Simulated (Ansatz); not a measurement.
## Y: response to strain

Take Y in the hcp (Mg type) structure (space group P6_3/mmc, No. 194; relaxed with 0.1 eV smearing) as the base.

```xyz
2
Lattice="3.6523 0.0000 0.0000 -1.8262 3.1630 0.0000 0.0000 0.0000 5.7029" Properties=species:S:1:pos:R:3 pbc="T T T"
Y      1.8262     1.0543     4.2772
Y      0.0000     2.1087     1.4257
```

Cartesian axes are those of the cell as printed.

Strains are applied to the cell and any free atomic positions relax; under biaxial strain the out-of-plane vector relaxes too.

Method: Ansatz (a program for electronic structure) PBE, without spin-orbit coupling.

```tsv
biaxial strain, plane normal [001], relaxed out of plane (%)	out-of-plane strain (%)
-3	1.78
-2.5	1.46
-2	?
-1.5	0.85
-1	0.55
-0.5	0.27
0	0.00
```

### Question
Fit ε⊥ = −νε + γε² (strains in %) to the rows shown and predict the withheld row.

### Answer
Least squares on the printed values gives ν = 0.53 (the biaxial Poisson response) and γ = 0.020 (largest residual 0.00 %); this predicts 1.15 %, and the run gives 1.15 %, in agreement.

No phonon test of stability was made. All final runs are without spin polarisation.
